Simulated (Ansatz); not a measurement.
For InAs (model structure, started from the CsCl type, Pm-3m, No. 221, 2 atoms in the cell), PBE-D3(BJ) (plane waves, PAW; Ansatz, a first-principles code) gives:

| Item | Value |
|---|---|
| lattice constant a | 3.521 Å |
| cohesive energy | 2.85 eV/atom |

Q: What does r²SCAN (Ansatz, PAW) give for the same quantities?

A: 
- lattice constant a: 3.545 Å (goes up by 0.7 %)
- cohesive energy: 2.42 eV/atom (shrinks by 0.43 eV/atom)

Changes are worked out from the printed values.

Unless a cell is named, each level is at its own relaxed cell (PBE-D3(BJ) 21.83, r²SCAN 22.27 Å³/atom).

Levels without +SOC leave out spin–orbit coupling, which shifts energies and cells of such heavy elements.

Ansatz's density-functional and Hartree–Fock values are scalar-relativistic unless marked +SOC, with PAW data made under PBE.

A model structure was made by putting elements into a prototype or built by hand; it is no filed structure, need not be a known phase, and can be a saddle point held by its symmetry.
